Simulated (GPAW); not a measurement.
# Worked example: self-consistent single point of MgAl (Pm-3m, 2 atoms in the cell) in GPAW

Level of theory: PBEsol, GPAW PAW datasets PBEsol (made by gpaw-setup) (plane waves; GPAW).

This input was run:

```python
from ase import Atoms
from ase.units import GPa
from gpaw import GPAW, PW

atoms = Atoms(['Mg', 'Al'],
              cell=[[3.398409, 0.000000, 0.000000],
                    [0.000000, 3.398409, 0.000000],
                    [0.000000, 0.000000, 3.398409]],
              scaled_positions=[[0.500000, 0.500000, 0.500000],
                                [0.000000, 0.000000, 0.000000]],
              pbc=True)

calc = GPAW(mode=PW(850),
            xc='PBEsol',
            kpts=(13, 13, 13),
            occupations={'name': 'methfessel-paxton', 'width': 0.2, 'order': 0},
            nbands=-6,
            convergence={'density': 1e-05},
            symmetry={'symmorphic': False, 'tolerance': 0.0005},
            maxiter=100,
            txt='-')

atoms.calc = calc

energy = atoms.get_potential_energy()
print('Energy (eV):', round(energy, 6))
forces = atoms.get_forces()
print('Forces (eV/Ang):')
print(forces.round(5))
stress = atoms.get_stress()
print('Stress (GPa, Voigt):', (stress / GPa).round(4))
```

Log, with long lists cut:

```
Input parameters:
  convergence: {density: 1e-05}
  kpts: [13 13 13]
  maxiter: 100
  mode: {ecut: 850.0,
         name: pw}
  nbands: -6
  occupations: {name: methfessel-paxton,
                order: 0,
                width: 0.2}
  symmetry: {symmorphic: False,
             tolerance: 0.0005}
  xc: PBEsol

species:
  Mg:
    name: Magnesium
    Z: 12.0
    valence: 10
    core: 2
    charge: 0.0
    file: Mg.PBEsol.gz

    # Using partial waves for Mg as LCAO basis

  Al:
    name: Aluminium
    Z: 13.0
    valence: 3
    core: 10
    charge: 0.0
    file: Al.PBEsol.gz

    # Using partial waves for Al as LCAO basis

Reference energy: -12027.813058  # eV

Spin-paired calculation

Convergence criteria:
 Maximum [total energy] change in last 3 cyles: 0.0005 eV / valence electron
 Maximum integral of absolute [dens]ity change: 1e-05 electrons / valence electron
 Maximum integral of absolute [eigenst]ate change: 4e-08 eV^2 / valence electron
 Maximum number of scf [iter]ations: 100

Symmetries present (total): 48
Symmetries with fractional translations: 0
2197 k-points: 13 x 13 x 13 Monkhorst-Pack grid
84 k-points in the irreducible part of the Brillouin zone
       k-points in crystal coordinates                weights
   0:     0.00000000    0.00000000    0.00000000          1/2197
   1:     0.07692308    0.00000000    0.00000000          6/2197
   2:     0.07692308    0.07692308    0.00000000         12/2197
   [... 7 lines left out ...]
          ...
  83:     0.46153846    0.46153846    0.46153846          8/2197

Wave functions: Plane wave expansion
  Cutoff energy: 850.000 eV
  Number of coefficients (min, max): 2189, 2248
  Pulay-stress correction: 0.000000 eV/Ang^3 (de/decut=0.000000)

Occupation numbers: Methfessel-Paxton:
  width: 0.2000  # eV
  order: 0

Eigensolver

Densities:
  Coarse grid: 24*24*24 grid
  Fine grid: 48*48*48 grid
  Total Charge: 0.000000

Density mixing:
  Method: separate
  Backend: pulay
  Linear mixing parameter: 0.05
  old densities: 5
  Damping of long wavelength oscillations: 50

Hamiltonian:
  XC and Coulomb potentials evaluated on a 48*48*48 grid
  External potential:
    NoExternalPotential

XC parameters: PBEsol with 2 nearest neighbor stencil

Number of atoms: 2
Number of atomic orbitals: 12
Number of bands in calculation: 12
Number of valence electrons: 13
Bands to converge: occupied

Density initialized from atomic densities
  12 bands from LCAO basis set

Atomic positions and initial magnetic moments

Positions:
   0 Mg     1.699205    1.699205    1.699205    ( 0.0000,  0.0000,  0.0000)
   1 Al     0.000000    0.000000    0.000000    ( 0.0000,  0.0000,  0.0000)

Unit cell:
           periodic     x           y           z      points  spacing
  1. axis:    yes    3.398409    0.000000    0.000000    24     0.1416
  2. axis:    yes    0.000000    3.398409    0.000000    24     0.1416
  3. axis:    yes    0.000000    0.000000    3.398409    24     0.1416

  Lengths:   3.398409   3.398409   3.398409
  Angles:   90.000000  90.000000  90.000000

Effective grid spacing dv^(1/3) = 0.1416

     iter     time        total  log10-change:
                         energy   eigst   dens
iter:   1 --:--:--    -5.797115
iter:   2 --:--:--    -5.811186   -0.55  -1.32
iter:   3 --:--:--    -5.779794   -1.34  -1.34
iter:   4 --:--:--    -5.783691   -2.22  -2.04
iter:   5 --:--:--    -5.778962c  -3.15  -2.19
iter:   6 --:--:--    -5.778863c  -4.76  -2.70
iter:   7 --:--:--    -5.778837c  -5.68  -3.15
iter:   8 --:--:--    -5.778885c  -4.98  -2.97
iter:   9 --:--:--    -5.778886c  -6.45  -4.36
iter:  10 --:--:--    -5.778884c  -7.32  -4.31
iter:  11 --:--:--    -5.778884c  -8.50c -4.34
iter:  12 --:--:--    -5.778884c  -9.77c -4.37
iter:  13 --:--:--    -5.778883c  -7.60c -4.36
iter:  14 --:--:--    -5.778883c  -8.18c -4.94
iter:  15 --:--:--    -5.778883c -10.12c -5.46c

Converged after 15 iterations.

Dipole moment: (-0.000000, -0.000000, 0.000000) |e|*Ang

Energy contributions relative to reference atoms: (reference = -12027.813058)

Kinetic:         +1.873300
Potential:       +0.904763
External:        +0.000000
XC:              -8.502009
Entropy (-ST):   -0.016500
Local:           -0.046687
SIC:             +0.000000
--------------------------
Free energy:     -5.787133
Extrapolated:    -5.778883

Showing only first 2 kpts
 Kpt  Band  Eigenvalues  Occupancy
  0     4     -3.91140    2.00000
  0     5      7.80303    0.00000
  0     6      7.80303    0.00000
  0     7      7.80303    0.00000

  1     4     -3.83599    2.00000
  1     5      6.57936    0.00000
  1     6      7.86599    0.00000
  1     7      7.86599    0.00000

Fermi level: 5.03923

No gap
No difference between direct/indirect transitions
Energy (eV): -5.778883

Forces in eV/Ang:
  0 Mg    0.00000    0.00000    0.00000
  1 Al    0.00000   -0.00000    0.00000

Stress tensor:
     0.007948     0.000000     0.000000
     0.000000     0.007948     0.000000
     0.000000     0.000000     0.007948
Stress (GPa, Voigt): [1.2734 1.2734 1.2734 0.     0.     0.    ]
```

The run converged in 15 iterations. GPAW prints stress with tension positive.

The starting cell comes from a database of computed structures (which also holds hypothetical and non-ambient phases and stackings), without a prior relaxation at this level. Its lattice was rescaled by a random factor within 2.5 % of one.

Cost on one core of a shared machine: roughly 50 s.
